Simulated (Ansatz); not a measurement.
Amorphous Si$_{20}$O$_{32}$C$_{6}$H$_{16}$, 74 atoms at 1.80 g/cm³, one PBE-relaxed geometry, zone centre. Methods: PBE, scalar-relativistic without spin-orbit coupling (Ansatz, a quantum-chemistry and plane-wave program); r2SCAN, scalar-relativistic without spin-orbit coupling (Ansatz); HSE06, scalar-relativistic without spin-orbit coupling (Ansatz). Plane waves to 420 eV (r2SCAN 500 eV); exact exchange is cut at the cell's faces. At PBE the levels at both edges of the gap are localised (band-tail or defect states), and the nearest spread-out levels lie 3.1 eV apart at the zone centre. The higher rungs were started with moments on some atoms, which died out.

It comes from a melt-quench run on a machine-learned potential (CHGNet), relaxed afterwards by DFT. O atoms were pushed apart under 1.9 Å during the dynamics, to hinder bonds among them. The hot cell started wider than the set density and was brought back towards it in steps. It is the lowest in DFT energy of 2 quenches. It is a model cell: composition and starting density were chosen by hand, and all elements were melted together. No dispersion term was used. Its density started from a set value of 1.80 and ended at 1.80 g/cm³. The simulated quench (nominally 420 K/ps over its main leg) is rapid and tends to freeze in more defects than a deposited or slowly cooled glass has. A cell of this size samples the disorder only roughly. The volume was held where the preparation left it and the shape relaxed, at a PBE pressure of 0.5 GPa. Stress components on the final sampling reach 0.5 GPa.

The relaxation ran on the zone centre alone. At PBE the gap between localised states is 0.84 eV on a 2×2×2 Γ-centred mesh, and the spacing at the zone centre alone 0.85 eV.

### Question
What zone-centre spacing does r2SCAN give, roughly?

### Answer
1.08 eV (+0.23 eV against PBE).

### Question
What zone-centre spacing does HSE06 give, roughly?

### Answer
2.03 eV (+1.18 eV against PBE).

The highest filled and the lowest empty state spread over these numbers of atoms (participation numbers): PBE: 5.2 and 3.3; r2SCAN: 4.9 and 3.4; HSE06: 4.8 and 3.7.
